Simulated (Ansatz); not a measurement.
Take HgSe in the zinc blende structure (space group F-43m, No. 216; a = 6.260 Å) as the base.

Computed with PBE, PAW, 420 eV (Ansatz, a quantum-chemistry and plane-wave program; scalar-relativistic without spin-orbit coupling).

Strains are applied to the cell and any free atomic positions relax.

One change was made to it. Results:

The energy increases by 21 meV/atom; the pressure goes from zero to -2.6 GPa.

**Question.** What was done to the base?
(A) isotropic strain −1.00 %
(B) isotropic strain +0.50 %
(C) isotropic strain +2.50 %
(D) isotropic strain +3.00 %

**Answer.** C, isotropic strain +2.50 %. For comparison, the energy relative to the base in the other runs: isotropic strain +0.50 % gives +0.9 meV/atom; isotropic strain −1.00 % gives +3.8 meV/atom; isotropic strain +3.00 % gives +29 meV/atom.

Stability against distortions was not tested. All final runs are without spin polarisation.
